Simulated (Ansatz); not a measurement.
Cubic perovskite BaZrO₃ was calculated with r²SCAN (Ansatz, an electronic-structure program, PAW).

Numerical settings: plane-wave cutoff 600 eV, 6×6×6 k mesh, scalar-relativistic PAW data made under PBE.

Computed at the level's own relaxed cell.

Elastic tensor (GPa, Voigt notation, ions relaxed):

```
  319.1    85.5    85.5     0.0     0.0     0.0
   85.5   319.1    85.5     0.0     0.0     0.0
   85.5    85.5   319.1     0.0     0.0     0.0
    0.0     0.0     0.0    91.0     0.0     0.0
    0.0     0.0     0.0     0.0    91.0     0.0
    0.0     0.0     0.0     0.0     0.0    91.0
```

Task: Work out the Voigt, Reuss and Hill averages of the bulk and shear moduli, Young's modulus and Poisson's ratio from the printed constants.

Result: K_V = [C11 + C22 + C33 + 2(C12 + C13 + C23)]/9 = [957.3 + 2 × 256.5]/9 = 163.4 GPa. G_V = [957.3 − 256.5 + 3 × 273.0]/15 = 101.3 GPa. From the compliances S = C⁻¹, K_R = 163.4 and G_R = 99.8 GPa. Hill means: K = 163.4, G = 100.5 GPa. E = 9KG/(3K + G) = 250 GPa, ν = (3K − 2G)/(6K + 2G) = 0.24, K/G = 1.63.

Computed values are for the static lattice.
